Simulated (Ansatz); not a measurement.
System: rock-salt LaSe. Method: PBEsol-D3(BJ) (PAW; Ansatz, an electronic-structure program).

Settings: plane-wave cutoff 520 eV, 16×16×16 k mesh, Fermi–Dirac smearing 0.05 eV, scalar-relativistic PAW data made under PBE.

Pressure at four volumes; x = ln(V/26.284 Å³). One pressure is withheld.

```json
[
 {"V (Å³/atom)": "24.707", "x": "-0.0619", "P (GPa)": "6.04"},
 {"V (Å³/atom)": "26.284", "x": "0.0000", "P (GPa)": "0.01"},
 {"V (Å³/atom)": "27.335", "x": "0.0392", "P (GPa)": "-3.03"},
 {"V (Å³/atom)": "27.861", "x": "0.0583", "P (GPa)": "?"}
]
```

Question: Pass a parabola P(x) through the three rows shown, estimate the bulk modulus and its pressure derivative near zero pressure, and predict the withheld pressure.

Answer: Slopes between the rows: (0.01 − (6.04))/(0.0000 − (-0.0619)) = -97.42 and (-3.03 − (0.01))/(0.0392 − (0.0000)) = -77.55 GPa. Their difference over the span 0.1011 is c = 19.87/0.1011 = 196.5 GPa, so P(x) = 6.04 + (-97.42)(x − (-0.0619)) + 196.5 (x − (-0.0619))(x − (0.0000)). At the middle row B = −dP/dx = −[-97.42 + 196.5 × 0.0619] = 85.3 GPa, and B′ = dB/dP = 2c/B = 4.6. At x = 0.0583 the parabola gives -4.29 GPa; the run gives -4.31 GPa. The Birch–Murnaghan fit to the energies at all volumes has B0 = 84.6 GPa and B′ = 4.5.

Spin–orbit coupling is not included; it can open a gap where bands touch, and shift volumes and moduli.
